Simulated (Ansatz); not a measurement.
Consider CdSe in the zinc blende structure (space group F-43m, No. 216; a = 6.1964 Å).

Levels (all Ansatz, an electronic-structure program, PAW, earlier PAW set): PBE (420 eV, spin-orbit coupling left out); r2SCAN (500 eV, no spin-orbit coupling).

Levels that relaxed their own cell: PBE and r2SCAN.

```csv
level,band gap,lattice parameter a
PBE,0.49 eV,6.196 Å
r2SCAN,1.03 eV,6.133 Å
```

Measured: band gap 1.77 eV (0 K or low temperature; as listed in arXiv:1206.3780); lattice parameter a 6.077 Å (room temperature; as listed in arXiv:1206.3780).

Computed minus measured — band gap: PBE -1.28 eV, r2SCAN -0.74 eV (closest: r2SCAN); lattice parameter a: PBE +2.0 %, r2SCAN +0.9 % (closest: r2SCAN). Measured values not marked as corrected hold thermal and zero-point effects that the static-lattice runs lack. A measured gap can be an optical one, lowered by exciton binding. Levels without spin-orbit coupling miss its lowering of the gap, often about a third of the valence-band splitting.

Semilocal Kohn–Sham gaps tend to fall short of experiment. No phonon test of stability was made.
